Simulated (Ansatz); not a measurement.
Ansatz (an electronic-structure program), DFT, PBE, plane waves, its default PAW files: diamond-structure Si with 16 Ge on Si sites, atoms displaced (Si48Ge16), unrelaxed at the host's lattice constant, 64 atoms. Basis and mesh were picked for this test and aren't claimed converged.

Ansatz 0.2 input:
```yaml
crystal:
  lattice:
    - [10.862, 0.0, 0.0]
    - [0.0, 10.862, 0.0]
    - [0.0, 0.0, 10.862]
  atoms:
    - { symbol: Si, position: [0.001389, 0.996375, 0.000039] }
    - { symbol: Si, position: [0.129303, 0.12369, 0.129899] }
    - { symbol: Si, position: [0.125008, 0.375147, 0.37695] }
    - { symbol: Si, position: [0.249867, 0.003965, 0.249356] }
    - { symbol: Si, position: [0.374248, 0.126805, 0.376184] }
    - { symbol: Si, position: [0.122007, 0.126951, 0.623615] }
    - { symbol: Si, position: [0.998714, 0.253749, 0.75194] }
... (54 lines of coordinates left out) ...
    - { symbol: Ge, position: [0.625343, 0.620681, 0.125364] }
    - { symbol: Ge, position: [0.874979, 0.873277, 0.123607] }
    - { symbol: Ge, position: [0.870359, 0.628433, 0.878081] }
kpoints:
  mp_grid: { grid: [2, 2, 2] }
hamiltonian:
  xc: pbe
  pseudopotentials: { kind: paw }
scf:
  occupations: { method: gaussian, width: 0.05 }
output:
  forces: true
```

The program reports k-points after symmetry: 8, bands at the start: 272, electrons: 416, plane waves at Γ: 25173, cutoff (eV): 420, FFT grid: 75×75×75, symmetry operations: 1.

Machine: one whole node, Arm Neoverse V2, 96 cores on 1 socket, no SMT, 1 L3 cache group.

Each time is the median wall time of two to five repeats, run one at a time on the otherwise empty machine; start-up is included. Processes are pinned to neighbouring cores unless said otherwise. The build: release build for Arm (Neoverse V2), one process with threads; another build can shift the numbers. Scratch files lie in a memory file system.

Started as
```bash
OMP_NUM_THREADS=32 ANSATZ_TIMINGS=1 ansatz run --backend cpu --threads 32 --max-ram 200GiB --events-out run.ndjson --runs-dir run.runs --progress --plain run.yaml
```
(32 threads, --max-ram 200GiB) it takes 6.7 s and 6 SCF iterations (all cycles of the run, searches included).

### Question
Estimate the wall time with --max-ram 4430MiB.

### Answer
About 11 s (3 runs within 1 %): 1.7× as long. The largest move is in band solves (diag): 5.1 s to 7.5 s. As resolved by the program: eigensolver slots 7 against 1. Applications of H to a band go from 30466 to 29047. Change in the result: energy under 0.001 meV/atom, forces (largest component) 0.0057 meV/Å.
